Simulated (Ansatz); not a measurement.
TaSi2: pressure series

Consider TaSi2 (space group P6_222, No. 180; a = 4.776 Å, c = 6.563 Å).

Cell and atoms are relaxed at each pressure.

The values are results of r2SCAN, PAW, 500 eV (Ansatz, an electronic-structure program; spin-orbit coupling left out), not measurements.

Notes on the quantities. enthalpy: H = E + PV relative to the base's energy.

```
change            lattice parameter a       enthalpy
----------------  -------------------  -------------
base                          4.776 Å              –
pressure −2 GPa               4.795 Å  -0.18 eV/atom
pressure −1 GPa               4.785 Å  -0.09 eV/atom
pressure 0.3 GPa              4.773 Å  +0.03 eV/atom
pressure 0.7 GPa              4.770 Å  +0.06 eV/atom
pressure 1.5 GPa           (withheld)  +0.13 eV/atom
pressure 3 GPa                4.750 Å  +0.27 eV/atom
pressure 5 GPa                4.733 Å  +0.44 eV/atom
pressure 7.5 GPa              4.714 Å  +0.66 eV/atom
pressure 10 GPa            (withheld)  +0.88 eV/atom
```

Task: Complete the table.

Result: 
- pressure 1.5 GPa, lattice parameter a: 4.763 Å
- pressure 10 GPa, lattice parameter a: 4.695 Å

Load acts through the strain it causes; cell and atoms are relaxed under it. Stability against distortions was not tested. No other phases were tried under pressure. All final runs are without spin polarisation. An odd electron count without spin: TaSi2.
